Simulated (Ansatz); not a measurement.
The starting structures come from a database of crystals and need not be the phases stable at ambient conditions.

Inside the gap of an insulator the Bloch states are evanescent, with a wavenumber k + iκ along the transport direction.

Input:

```
CELL_PARAMETERS angstrom
      5.98482     0.00000     0.00000
     -1.99494     5.64254     0.00000
      1.99494     2.82127     4.88658
ATOMIC_POSITIONS crystal
  Zr 0.12500 0.87500 0.75000
  Zr 0.37500 0.62500 0.25000
  Zr 0.25000 0.12500 0.12500
  Zr 0.75000 0.37500 0.37500
  Zr 0.87500 0.25000 0.87500
  Zr 0.62500 0.75000 0.62500
  N  0.36968 0.36968 0.63032
  N  0.63032 0.50000 0.00000
  N  0.50000 0.00000 0.86968
  N  0.00000 0.63032 0.50000
  N  0.13032 0.50000 0.00000
  N  0.86968 0.86968 0.13032
  N  0.00000 0.13032 0.50000
  N  0.50000 0.00000 0.36968
```

Space group of this cell: I-43d. The cell is strained (all lengths scaled by 1.02); by PBEsol its mean pressure is -18.8 GPa.

Transport runs along the normal of the first two printed cell vectors, the (110) plane of the conventional cell.

No gap correction and no spin-orbit coupling; mid-gap values are interpolated between computed energies.

Q: Give the band gap and the smallest decay constant κ at mid-gap that PBEsol (Ansatz, a first-principles code) yields.

A: Gap 0.65 eV on a 6×6×6 mesh; κ = 0.152 1/Å, at the zone centre.
